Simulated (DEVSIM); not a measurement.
Device: illuminated Si n-on-p cell, one wavelength, at 350 K.

Layer 1 from the left is Si, thickness (μm) 0.120, Nd (cm⁻³) 7.1e17, τn (s) 1.6e-7, τp (s) 9e-8, absorption coefficient (cm⁻¹) 2300. Layer 2 from the left is Si, thickness (μm) 120, Na (cm⁻³) 1.7e15, τn (s) 5e-6, τp (s) 5e-6, absorption coefficient (cm⁻¹) 2300.

Left contact: ohmic, minority hole recombination velocity 500 cm/s. Right contact: ohmic, minority electron recombination velocity 10 cm/s. Voltage is applied to the left contact. Recombination: SRH at mid-gap, radiative, Auger. Light enters at the left, 4.1e16 photons cm⁻² s⁻¹, one pass, no reflection. Mobility is μmin + (μ − μmin)/(1 + (N/Nref)^α).

The device is made up for the run: typed textbook-type constants, with dimensions and the other settings drawn at random. Values at 300 K; Nc and Nv go as T^1.5, mobilities as T to minus their exponent, the gap by Varshni's rule with the affinity fixed.

Si: gap (eV) 1.124, affinity (eV) 4.05, permittivity 11.7, Nc (cm⁻³) 2.86e19, Nv (cm⁻³) 3.1e19, μn (cm²/Vs) 1417, μp (cm²/Vs) 470, μn,min 52, μp,min 45, Nref,n 9.7e16, Nref,p 2.2e17, αn 0.68, αp 0.72, T exponent of μn 2.3, T exponent of μp 2.2, B (cm³/s) 4.7e-15, Cn (cm⁶/s) 2.8e-31, Cp (cm⁶/s) 9.9e-32, Varshni α (eV/K) 0.000473, Varshni β (K) 636.

DEVSIM, 1D drift-diffusion, Boltzmann statistics, complete ionisation; no tunnelling, impact ionisation, image-force lowering or self-heating.

Dark forward current:

```tsv
|V| (V)	|J| (A/cm²)
0.05	1.892e-7
0.10	9.328e-7
0.15	4.292e-6
0.20	2.061e-5
0.25	0.0001029
0.30	0.0005253
0.35	0.002693
0.40	0.01337
0.45	0.05769
0.50	0.1881
0.55	0.4851
0.60	1.154
0.65	2.759
0.70	6.877
0.75	18.31
0.80	51.85
0.85	146.6
0.90	372.1
0.95	790.0
1.00	1416
1.05	2232
```

Question: Work out the local ideality factor n = ΔV / (kT/q · ln(J2/J1)) between the rows 0.15 and 0.20 V, 0.30 and 0.35 V, 1.00 and 1.05 V.

Answer: kT/q = 30.16 mV. From 0.15 to 0.20 V: ln(2.061e-5/4.292e-6) = 1.569, n = 1.06, near the 1 of diffusion or emission over a barrier. From 0.30 to 0.35 V: ln(0.002693/0.0005253) = 1.634, n = 1.01, near the 1 of diffusion or emission over a barrier. From 1.00 to 1.05 V: ln(2232/1416) = 0.455, n = 3.64.

Question: What current could the absorbed light give at most, and what share is collected?

Answer: Σ αd = 27.6, so qΦ(1 − exp(−Σ αd)) = 6.57 mA/cm². The simulated short-circuit current is 6.425 mA/cm², a share of 0.98.

Question: Estimate the open-circuit voltage by superposition: the voltage at which the dark current equals that short-circuit current.

Answer: Interpolating ln J in the table gives 0.377 V. The simulation gives 0.376 V, the same within the digits that matter. Superposition holds where collection doesn't change with voltage.

Question: Estimate the fill factor from FF0 = (v − ln(v + 0.72))/(v + 1), v = qVoc/(nkT), with n from the dark curve.

Answer: The rows about Voc, 0.35 and 0.40 V, give n = 1.03, so v = 12.0 and FF0 = 0.728. The simulation gives 0.730, the same within the digits that matter.
